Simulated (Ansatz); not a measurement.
Consider the following.

```
CELL_PARAMETERS angstrom
      3.83953     0.00000     0.00000
      0.00000     3.83953     0.00000
      0.00000     0.00000     3.85872
ATOMIC_POSITIONS crystal
  Tl 0.00000 0.00000 0.00000
  Br 0.50000 0.50000 0.50000
```

No spin polarisation.

Computed with LDA, PAW, 420 eV (Ansatz, an electronic-structure program; no spin-orbit coupling). Settings: 9×9×9 k-points, 0.05 eV Fermi–Dirac smearing.

Task: Predict the electron mass, band gap, gap character and smallest direct gap.

Result: 
* **Electron mass**: 0.12 mₑ along k, 0.19 mₑ across (at X)
* **Band gap**: 1.36 eV
* **Gap character**: indirect, Z → X
* **Smallest direct gap**: 1.38 eV

With Tl present, leaving out spin-orbit coupling can change the band edges. The cells carry an imposed strain or load. Effective masses come from finite differences of ±0.01 Å⁻¹. Along k means along the line from Γ to the band edge. Whether these cells are dynamically stable was not tested. The cell was made from TlBr in the CsCl type structure (space group Pm-3m, No. 221) by this change: uniaxial strain ε_zz = +0.50 %.
